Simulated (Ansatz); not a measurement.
Start from Cu in the fcc (Cu type) structure (space group Fm-3m, No. 225).

```
CELL_PARAMETERS angstrom
      0.00000     1.78189     1.78189
      1.78189     0.00000     1.78189
      1.78189     1.78189     0.00000
ATOMIC_POSITIONS crystal
  Cu 0.00000 0.00000 0.00000
```

The values are results of Ansatz (an electronic-structure program), PBEsol, PAW, cutoff 420 eV, scalar-relativistic without spin-orbit coupling, not measurements.

Base values:

* **Lattice parameter a**: 3.564 Å

Perturbation: a hydrostatic pressure of 75 GPa.

Estimate the effect on the lattice parameter a.

The lattice parameter a drops by 0.278 Å to 3.286 Å.

Load acts through the strain it causes; cell and atoms are relaxed under it. Whether these cells are dynamically stable was not tested. Competing high-pressure phases were not computed. The final runs are not spin-polarised.
